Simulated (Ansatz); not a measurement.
Base system: CdS in the zinc blende structure (space group F-43m, No. 216; a = 5.757 Å).

All numbers come from Kohn–Sham DFT with the LDA functional, run in Ansatz (a program for electronic structure) with PAW and 420 eV plane waves, without spin-orbit coupling.

Base values:

```
Item                Result
-------------  -----------
Gap character  direct at Γ
Pressure          0.00 GPa
```

Modification: every lattice vector is stretched by 3.00 %, atoms relaxed at fixed cell.

Problem. Estimate the effect on the gap character and pressure.

Solution. The gap character is still direct at Γ; the pressure goes from zero to -4.92 GPa.

The cells carry an imposed strain or load. Whether these cells are dynamically stable was not tested.
